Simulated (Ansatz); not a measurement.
Start from BP in the zinc blende structure (space group F-43m, No. 216; a = 4.5364 Å). Axes: x, y, z lie along the cube axes.

The values are results of r2SCAN (Ansatz, an electronic-structure program; PAW; 500 eV plane waves; no SOC), earlier PAW set, not measurements.

Strains are applied to the cell and any free atomic positions relax.

One change was made to it. Results:

| quantity | base | after |
|---|---|---|
| band gap | 1.41 eV | 1.43 eV |
| smallest direct gap | 3.60 eV | 3.58 eV |

**Question.** Name the change that was made.
A) isotropic strain +0.54 %
B) uniaxial strain ε_yy = +0.31 %
C) uniaxial strain ε_zz = −0.58 %
D) isotropic strain −3.43 %

**Answer.** A, isotropic strain +0.54 %. For comparison, the band gap in the other runs: uniaxial strain ε_zz = −0.58 % gives 1.31 eV; isotropic strain −3.43 % gives 1.25 eV; uniaxial strain ε_yy = +0.31 % gives 1.39 eV.

Stability against distortions was not tested.
